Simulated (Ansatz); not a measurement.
Candidates (primitive cells; geometry: cell and atoms relaxed with PBEsol):
A. LiNbO3 (R3c), a = b = c = 5.479 Å, α = β = γ = 55.88°
B. LiBr (Fm-3m), a = 3.8261 Å, b = 3.8261 Å, c = 3.8261 Å, α = 60.00°, β = 60.00°, γ = 60.00°
C. LiH (Fm-3m), a = 2.814 Å, b = 2.814 Å, c = 2.814 Å, α = 60.00°, β = 60.00°, γ = 60.00°
D. LiF (Fm-3m), a = b = c = 2.834 Å, α = β = γ = 60.00°
E. LiCl (Fm-3m), a = 3.581 Å, b = 3.581 Å, c = 3.581 Å, α = 60.00°, β = 60.00°, γ = 60.00°

Q: Rank these by band gap (highest first), as PBEsol, rigid bands run with Ansatz (an electronic-structure program) gives it.

A: D (9.05 eV), E (6.35 eV), B (4.98 eV), A (3.50 eV), C (2.73 eV)

Spin-orbit coupling is left out.
